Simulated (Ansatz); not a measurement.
## diamond-structure Si (Fd-3m): a fit under hydrostatic pressure (both signs)

Cell and atoms relaxed with PBEsol to each stress σ (compression positive); gaps by r2SCAN with spin-orbit coupling, rigid bands (plane waves, PAW; Ansatz, a program for electronic structure). Unloaded cell: a = 3.842 Å, b = 3.842 Å, c = 3.842 Å, α = 60.00°, β = 60.00°, γ = 60.00°.

```
σ (GPa)  ln(V/V₀) (%)  gap (eV)
-------  ------------  --------
0                   0     0.745
-5.40            6.64     0.855
-3.60            4.20     0.816
-1.80            2.00     0.780
1.80            -1.84     0.713
7.20            -6.67     0.619
10.80           -9.45     0.562
```

Fit E_g = 0.745 eV + aσ + bσ² and ε = cσ + dσ² to the loaded rows by least squares.

a = -0.0191 eV/GPa, b = 2.05e-04 eV/GPa²; c = -1.10 %/GPa, d = 0.0214 %/GPa².

One run was withheld, at σ = 3.60 GPa. Predict its gap and its ln(V/V₀), then set them beside the run.

E_g = 0.745 + (-0.0191)(3.60) + (2.05e-04)(3.60)² = 0.679 eV and ε = (-1.10)(3.60) + (0.0214)(3.60)² = -3.68 %. The run gave 0.681 eV and -3.56 %, misses of 0.002 eV and 0.12 percentage points.

Gaps are resolved to about 0.01 eV; third decimals are kept for the arithmetic. Every relaxation keeps the diamond-structure phase (space group Fd-3m under this load), so a transition, a distortion that breaks the symmetry or fracture can't show.
